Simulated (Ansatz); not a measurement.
**Thermal expansion of Ta2N in the anti-CdI2 type structure**

Method: quasi-harmonic lattice dynamics, PBEsol in Ansatz (a first-principles code); phonon mesh 4×4×2, k mesh 12×12×8. The cell was generated from a structure type, relaxed within its symmetry, and need not be the phase found at ambient conditions. The run noted for some of its cells that some bands missed the eigensolver's tolerance. Spin-orbit coupling is not included.

```json
[
 {"T (K)": "100", "α_a (10⁻⁶/K)": "0.6", "α_c (10⁻⁶/K)": "7.2", "C_P (J/mol/K)": "36.6", "bulk modulus B_T (GPa)": "285", "γ": "1.59"},
 {"T (K)": "200", "α_a (10⁻⁶/K)": "1.5", "α_c (10⁻⁶/K)": "9.8", "C_P (J/mol/K)": "54.3", "bulk modulus B_T (GPa)": "285", "γ": "1.61"},
 {"T (K)": "300", "α_a (10⁻⁶/K)": "2.0", "α_c (10⁻⁶/K)": "11.1", "C_P (J/mol/K)": "63.8", "bulk modulus B_T (GPa)": "284", "γ": "1.62"},
 {"T (K)": "400", "α_a (10⁻⁶/K)": "2.3", "α_c (10⁻⁶/K)": "11.8", "C_P (J/mol/K)": "69.0", "bulk modulus B_T (GPa)": "283", "γ": "1.62"},
 {"T (K)": "500", "α_a (10⁻⁶/K)": "2.4", "α_c (10⁻⁶/K)": "12.2", "C_P (J/mol/K)": "72.2", "bulk modulus B_T (GPa)": "282", "γ": "1.63"},
 {"T (K)": "600", "α_a (10⁻⁶/K)": "2.6", "α_c (10⁻⁶/K)": "12.6", "C_P (J/mol/K)": "74.3", "bulk modulus B_T (GPa)": "281", "γ": "1.64"},
 {"T (K)": "700", "α_a (10⁻⁶/K)": "2.6", "α_c (10⁻⁶/K)": "12.9", "C_P (J/mol/K)": "75.9", "bulk modulus B_T (GPa)": "280", "γ": "1.65"},
 {"T (K)": "800", "α_a (10⁻⁶/K)": "2.7", "α_c (10⁻⁶/K)": "13.1", "C_P (J/mol/K)": "77.2", "bulk modulus B_T (GPa)": "279", "γ": "1.66"},
 {"T (K)": "900", "α_a (10⁻⁶/K)": "2.8", "α_c (10⁻⁶/K)": "13.4", "C_P (J/mol/K)": "78.3", "bulk modulus B_T (GPa)": "278", "γ": "1.67"}
]
```

conventional lattice constants at 300 K: a = 3.085 Å, c = 4.836 Å
entropy at 300 K: 80.1 J/(mol K)
adiabatic bulk modulus at 300 K: 286 GPa
bulk modulus without vibrations: 284 GPa
zero-point volume expansion: 0.34 %

Values include zero-point motion; explicit anharmonicity at fixed volume is left out.

Whether this phase is the stable one at each condition was not tested.

The PAW data sets were generated under PBE and serve the other functionals too.
